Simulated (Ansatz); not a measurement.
For CuSn (P6_3/mmc), Ansatz (an electronic-structure program) with PBEsol, DFPT electron-phonon coupling, linearised Boltzmann equation gives a transport coupling λ_tr = 0.316 and a Drude plasma energy ħω_p = 8.46 eV along x (a = (4.12, 0.00, 0.00) Å; b = (-2.06, 3.57, 0.00) Å; c = (0.00, 0.00, 4.97) Å).

Problem. Estimate the resistivity at 300 K from the high-temperature formula ρ = 2π λ_tr k_B T / (ħ ε₀ ω_p²), and say how the full Boltzmann solution compares.

Solution. The scattering rate is 1/τ = 2π λ_tr k_B T/ħ = 7.80e13 s⁻¹ and ω_p = 1.29e16 s⁻¹, so ρ ≈ 5.33 μΩ·cm. The Boltzmann solution gives 5.07 μΩ·cm, 0.95 times the estimate.

A metal at this level (no band gap). Only scattering by harmonic phonons is included (no impurities, grain boundaries, electron-electron scattering or thermal expansion). Spin-orbit coupling is left out. The run warned that the eigensolver left some states short of its tolerance. Halving the electron mesh (24x24x16) moves the resistivity by up to 8 % at 300 K, the coupling by up to 4 %. Smearing 0.20 eV; phonons on a 4x4x3 q mesh, which this run doesn't test.

Formula and space group known from diffraction (Crystallography Open Database), not checked to be the room-temperature form: CuSn (P6_3/mmc).
